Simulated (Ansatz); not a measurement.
# Bulk modulus of Os (Fm-3m, No. 225, 1 atoms in the cell; start COD 1534943; another form than the element's usual one) at several levels of theory

No measured value is used here.

```json
[
 {"level (code)": "LDA (Ansatz)", "value (GPa)": "441", "cell (Å³/atom)": "13.75"},
 {"level (code)": "PBEsol (Ansatz)", "value (GPa)": "425", "cell (Å³/atom)": "13.94"},
 {"level (code)": "r²SCAN (Ansatz)", "value (GPa)": "420", "cell (Å³/atom)": "14.07"}
]
```

Density-functional levels without +SOC have no spin–orbit coupling. LDA, PBEsol, r²SCAN: the run has no spin polarisation, so it can have missed a magnetic state. LDA, PBEsol, r²SCAN: the bulk modulus is −V dP/dV from two relaxed cells at ±2 % in volume. LDA, PBEsol, r²SCAN: the relaxation could not lower the start's symmetry, so the cell can be a saddle point above a distorted one. Each level is taken at its own relaxed cell. Cutoffs differ between the levels. Ansatz's density-functional and Hartree–Fock values are scalar-relativistic unless marked +SOC, with PAW data made under PBE.

Ansatz is a first-principles code.
